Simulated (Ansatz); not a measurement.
The reference is Ge in the diamond structure (space group Fd-3m, No. 227; a = 5.674 Å). Axes: x, y, z lie along the cube axes.

Level of theory: Ansatz (a first-principles code), r2SCAN, PAW, cutoff 500 eV, without spin-orbit coupling.

Before the change:

```
Property                Value
-------------------  --------
Pressure             0.01 GPa
Smallest direct gap   0.36 eV
```

Now apply this change: compressive biaxial strain of 1.00 % in the plane normal to [001], as in epitaxy on a mismatched substrate; the out-of-plane cell vector and the atoms relax.

**Question.** Predict the new pressure and smallest direct gap.

**Answer.** The pressure (mean of the normal stresses, compression positive) increases by 0.96 GPa (0.01 GPa → 0.97 GPa); the smallest direct gap goes up by 0.08 eV, from 0.36 eV to 0.44 eV.

Whether these cells are dynamically stable was not tested. The real Ge has an indirect gap at ambient pressure; r2SCAN orders its close-lying valleys differently.
